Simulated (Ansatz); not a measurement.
GaN: band gap against strain

GaN (zinc blende, F-43m, 11.376 Å³/atom at rest) under an equal strain ε in the (111) plane with the normal axis free, as in a coherent film. PBEsol in Ansatz, a plane-wave DFT program (PAW, default set), 420 eV, 13×13×13 Γ-centred mesh, Fermi-Dirac smearing 0.05 eV; ions are relaxed within the symmetry of each cell. Gaps are the smallest over the k-mesh and a band path, without spin-orbit coupling; in all rows the valence edge lies at Γ and the conduction edge at Γ.

Here s stands for strain and Eg for gap.

```
strain (%)  gap (eV)
----------  --------
-2.50              ?
-1.25          1.771
-0.83          1.751
-0.42          1.729
0.00           1.702
```

Fit Eg of the 4 rows that show it with a straight line. Means: s -0.62500, Eg 1.7382. About the means, the sum of products is -0.047635 and the sum of squares of s is 0.86530; the slope is their ratio. Least squares gives Eg = 1.7038 - 0.05505·s. Residuals (row less fit): -0.0016, 0.0015, 0.0021, -0.0018; standard error 0.0025 (degrees of freedom: 2). Over these rows the gap moves by -5.5 ± 0.3 eV per unit strain.

Q: Estimate the missing Eg (s = -2.50); what did the run itself give?

A: Eg = 1.7038 - 0.05505 × (-2.50) = 1.8414 eV. The calculation gives 1.813 eV, 0.0284 eV below the prediction (25.6 % of the range of Eg in the table). The row lies outside the fitted rows, so this is an extrapolation. From the scatter of the fitted rows alone, a prediction at this place has a standard error of 0.0057 eV, so the miss is 5.0 times that.

One order more, fitted to all 7 runs of the series, follows each within 0.001, so the miss is the next term of a smooth law. GaN is here a metastable form; wurtzite is the usual one. Rows are the converged runs of the series near zero and its far end; series whose fitted rows scatter by over a few per cent of the range, as at a crossing or softening among them, aren't shown in this form. Most that stay on the fit to the last digits aren't either.
